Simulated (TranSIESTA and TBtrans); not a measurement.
Pb chain with one N atom inserted

Device: Pb chain with one N atom inserted. Leads: straight Pb chain, spacing 3.021 Å. Geometry: 3 atoms about the centre moved by SIESTA (PBE, DZP) to a largest force of 0.01 eV/Å, all others as built, motion along the axis alone.

TranSIESTA and TBtrans, PBE, DZP numerical orbitals (energy shift 0.15 eV), PseudoDojo norm-conserving scalar-relativistic potentials, mesh cutoff 200 Ry, 300 K, spin-polarised (collinear), no spin-orbit coupling; self-consistent non-equilibrium Green functions.

| Item | Value |
|---|---|
| Conductance at 300 K (G0 = 2e²/h) | 1.88 |
| Mean T from −0.5 to 0.5 eV | 1.73 |

Energies count from the leads' Fermi level. Transmissions are for each spin. The energy step is 0.01 eV; narrower resonances are cut or missed.

| E (eV) | T up | T down | lead channels up | down |
|---|---|---|---|---|
| -2.00 | 0.19 | 0.19 | 1 | 1 |
| -1.80 | 0.27 | 0.27 | 1 | 1 |
| -1.60 | 0.32 | 0.32 | 1 | 1 |
| -1.40 | 0.37 | 0.37 | 1 | 1 |
| -1.20 | 0.40 | 0.40 | 1 | 1 |
| -1.00 | 0.43 | 0.43 | 1 | 1 |
| -0.80 | 0.45 | 0.45 | 1 | 1 |
| -0.60 | 0.47 | 0.46 | 1 | 1 |
| -0.40 | 1.33 | 1.18 | 3 | 3 |
| -0.20 | 1.84 | 1.75 | 3 | 3 |
| 0.00 | 1.87 | 1.89 | 3 | 3 |
| 0.20 | 1.84 | 1.90 | 3 | 3 |
| 0.40 | 1.86 | 1.92 | 3 | 3 |
| 0.60 | 1.94 | 1.98 | 3 | 3 |
| 0.80 | 2.06 | 2.07 | 3 | 3 |
| 1.00 | 2.19 | 2.17 | 3 | 3 |
| 1.20 | 2.28 | 2.26 | 3 | 3 |
| 1.40 | 2.35 | 2.32 | 3 | 3 |
| 1.60 | 2.38 | 2.36 | 3 | 3 |
| 1.80 | 2.41 | 2.39 | 3 | 3 |
| 2.00 | 2.43 | 2.43 | 3 | 3 |

Moments were seeded on the central atoms alone, and one start was tried. The straight chain is held at its spacing; free chains may zigzag or dimerise. Spin-orbit coupling, left out here, matters for the heavy atoms.
